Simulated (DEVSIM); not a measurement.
Device: abrupt Ge n-p junction, at 300 K.

| layer (left to right) | material | thickness (μm) | Nd (cm⁻³) | Na (cm⁻³) | τn (s) | τp (s) |
|---|---|---|---|---|---|---|
| 1 | Ge | 29.0 | 1.6e17 | - | 0.00035 | 0.00035 |
| 2 | Ge | 0.360 | - | 2.5e15 | 0.00035 | 0.00035 |

Left contact: ohmic. Right contact: ohmic. Voltage is applied to the left contact. Recombination: SRH at mid-gap, Auger. Mobility is constant in doping.

Constants are typed, rounded textbook-type inputs, not results; the design itself was drawn at random and stands for no fabricated device. Values at 300 K.

| parameter | Ge |
|---|---|
| gap (eV) | 0.664 |
| affinity (eV) | 4 |
| permittivity | 16 |
| Nc (cm⁻³) | 1.04e19 |
| Nv (cm⁻³) | 6e18 |
| μn (cm²/Vs) | 3900 |
| μp (cm²/Vs) | 1900 |
| Cn (cm⁶/s) | 1e-31 |
| Cp (cm⁶/s) | 1e-31 |

Simulated with DEVSIM: 1D drift-diffusion, Boltzmann statistics, complete ionisation; no tunnelling, impact ionisation, image-force lowering or self-heating.

Give the small-signal capacitance in reverse bias (quasi-static).


```json
[
 {"V (V)": "0.1", "C (nF/cm²)": "40.6"},
 {"V (V)": "0.25", "C (nF/cm²)": "39.2"},
 {"V (V)": "0.5", "C (nF/cm²)": "38.1"},
 {"V (V)": "0.75", "C (nF/cm²)": "37.6"},
 {"V (V)": "1", "C (nF/cm²)": "37.1"},
 {"V (V)": "1.5", "C (nF/cm²)": "36.4"},
 {"V (V)": "2", "C (nF/cm²)": "35.7"},
 {"V (V)": "2.5", "C (nF/cm²)": "35.1"}
]
```
